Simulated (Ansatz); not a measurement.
An Ansatz (a program for electronic structure) input (Kohn–Sham DFT with the r2SCAN functional, run in Ansatz with PAW and 500 eV plane waves, no spin-orbit coupling, earlier PAW set):

Ansatz 0.2 input:
```yaml
crystal:
  lattice:
    - [0, 3.1723950724, 3.1723950724]
    - [3.1723950724, 0, 3.1723950724]
    - [3.1723950724, 3.1723950724, 0]
  atoms:
    - { symbol: Ca, position: [0, 0, 0] }
    - { symbol: I, position: [0.5, 0.5, 0.5] }
basis: { ecutwfc: 500, ecutrho_ratio: 4, xc_grid: 4, fft_grid_basis: typed }
kpoints: { mp_grid: { grid: [13, 13, 13] } }
hamiltonian:
  xc: r2scan
  dispersion: none
  pseudopotentials: { azcp: { folder: ./paw }, kind: paw }
scf: { occupations: { method: fermi_dirac, width: 0.05 }, convergence: { dr2_threshold: 0.0000000002 } }
output: { forces: true, stress: true }
checkpoint: { write: state.ck, write_every: 1000 }
```

### Question
Which symmetry and how many k-points will the program report, and about how many plane waves at Γ?

### Answer
Space group Fm-3m (ITA 225) with 48 operations, k-points 84 of 2197, and 1639 plane waves at Γ.

Stability against distortions was not tested. The final runs are not spin-polarised. An odd electron count without spin: CaI. The cell was made from KI by this change: K → Ca; the result is a hypothetical phase, not in the database extracts checked.
